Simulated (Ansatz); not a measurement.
The parent structure is a 12-atom supercell of Pt in the fcc (Cu type) structure (space group Fm-3m, No. 225; a = 3.940 Å) at its relaxed geometry.

Calculations: Ansatz (a quantum-chemistry and plane-wave program), r2SCAN, PAW, cutoff 500 eV, no spin-orbit coupling, earlier PAW set.

One neutral defect a cell, atoms relaxed at fixed cell.

One change was made to it. Results:

The pressure shrinks by 8.2 GPa (-0.1 GPa → -8.3 GPa); the largest displacement of a host atom from its site in the perfect cell is 0.07 Å.

Task: What was done to the base?
A) Pt interstitial (started 1.71 Å from the nearest host atom), symmetric start
B) Pt interstitial (started 1.97 Å from the nearest host atom), symmetric start
C) Sn on a Pt site
D) Pt vacancy
E) H interstitial (started 1.71 Å from the nearest host atom), symmetric start

Result: D, Pt vacancy. For comparison, the pressure in the other runs: H interstitial (started 1.71 Å from the nearest host atom), symmetric start gives 6.1 GPa; Pt interstitial (started 1.97 Å from the nearest host atom), symmetric start gives 59.6 GPa; Sn on a Pt site gives 5.7 GPa; Pt interstitial (started 1.71 Å from the nearest host atom), symmetric start gives 58.2 GPa.

The cell is small, so the values are those of an ordered compound at a high defect concentration; dilute-limit values will differ. Defects with a symmetric start kept the site's symmetry and may sit on a saddle; the others started slightly shaken. All final runs are without spin polarisation. Pt lies near a magnetic instability that expansion can trigger; it was not tested.
